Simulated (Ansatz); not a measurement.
# SnSe2: carrier doping

Base system: SnSe2 in the CdI2 type structure (space group P-3m1, No. 164; a = 3.840 Å, c = 6.006 Å; layered, stacked along the Cartesian z axis).

Carriers are added at fixed cell with a uniform background; the Fermi–Dirac width is that of 300 K.

All numbers come from Ansatz (an electronic-structure program), PBE-D3(BJ), PAW, cutoff 420 eV, no spin-orbit coupling.

Notes on the quantities. Fermi level from band edge: Fermi level relative to the doped band's edge (positive inside the band; to 0.05 eV).

```csv
case,gap between the host's bands,Fermi level from band edge,largest internal atomic displacement
undoped,0.36 eV,–,–
electrons 5.0×10^21 cm⁻³,0.18 eV,+0.70 eV,0.051 Å
electrons 7.0×10^21 cm⁻³,0.09 eV,+0.85 eV,0.073 Å
electrons 1.0×10^22 cm⁻³,zero,–,0.097 Å
holes 5.0×10^21 cm⁻³,0.39 eV,+0.35 eV,0.024 Å
holes 7.0×10^21 cm⁻³,0.39 eV,+0.40 eV,0.036 Å
holes 1.0×10^22 cm⁻³,0.38 eV,+0.45 eV,0.055 Å
```

Charged cell with a jellium background: band edges are those of the host's band count, energies are not comparable with the neutral cell, and many-body gap narrowing is missing. Stability against distortions was not tested. All final runs are without spin polarisation.
